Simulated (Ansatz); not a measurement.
**Response to strain in CuAu**

Take CuAu (space group P4/mmm, No. 123; a = 2.853 Å, c = 3.570 Å; relaxed with 0.1 eV smearing) as the base. Axes: x, y, z lie along a, b, c of the conventional cell.

Strains are applied to the cell and any free atomic positions relax; under biaxial strain the out-of-plane vector relaxes too; under stress the whole cell relaxes.

All numbers come from plane-wave PAW DFT at the r2SCAN level (Ansatz, a quantum-chemistry and plane-wave program, 500 eV), no SOC.

Notes on the quantities. pressure: mean of the normal stresses, compression positive.

```json
[
 {"variant": "base", "pressure": "0.0 GPa", "shortest interatomic distance": "5.091 bohr", "space group": "P4/mmm (No. 123)"},
 {"variant": "biaxial strain −4.08 %, plane normal [001], relaxed out of plane", "pressure": "3.3 GPa", "shortest interatomic distance": "(withheld)", "space group": "P4/mmm (No. 123)"},
 {"variant": "biaxial strain −3.08 %, plane normal [001], relaxed out of plane", "pressure": "2.1 GPa", "shortest interatomic distance": "5.126 bohr", "space group": "P4/mmm (No. 123)"},
 {"variant": "biaxial strain −1.40 %, plane normal [001], relaxed out of plane", "pressure": "0.7 GPa", "shortest interatomic distance": "5.107 bohr", "space group": "P4/mmm (No. 123)"},
 {"variant": "biaxial strain −0.44 %, plane normal [001], relaxed out of plane", "pressure": "0.2 GPa", "shortest interatomic distance": "5.096 bohr", "space group": "P4/mmm (No. 123)"},
 {"variant": "uniaxial strain ε_xx = +5.77 %", "pressure": "-7.4 GPa", "shortest interatomic distance": "(withheld)", "space group": "Pmmm (No. 47)"},
 {"variant": "uniaxial strain ε_yy = +3.62 %", "pressure": "-5.0 GPa", "shortest interatomic distance": "5.143 bohr", "space group": "Pmmm (No. 47)"},
 {"variant": "uniaxial strain ε_zz = −1.17 %", "pressure": "1.9 GPa", "shortest interatomic distance": "5.065 bohr", "space group": "P4/mmm (No. 123)"},
 {"variant": "tensor shear ε_xy = +0.29 %", "pressure": "0.0 GPa", "shortest interatomic distance": "5.082 bohr", "space group": "Cmmm (No. 65)"},
 {"variant": "uniaxial stress, 3 GPa compression along x", "pressure": "–", "shortest interatomic distance": "(withheld)", "space group": "Pmmm (No. 47)"}
]
```

Q: Complete the table.

A: 
- biaxial strain −4.08 %, plane normal [001], relaxed out of plane, shortest interatomic distance: 5.137 bohr
- uniaxial strain ε_xx = +5.77 %, shortest interatomic distance: 5.175 bohr
- uniaxial stress, 3 GPa compression along x, shortest interatomic distance: 5.102 bohr

Beyond what the load breaks, stability against distortions was not tested. The final runs are not spin-polarised.
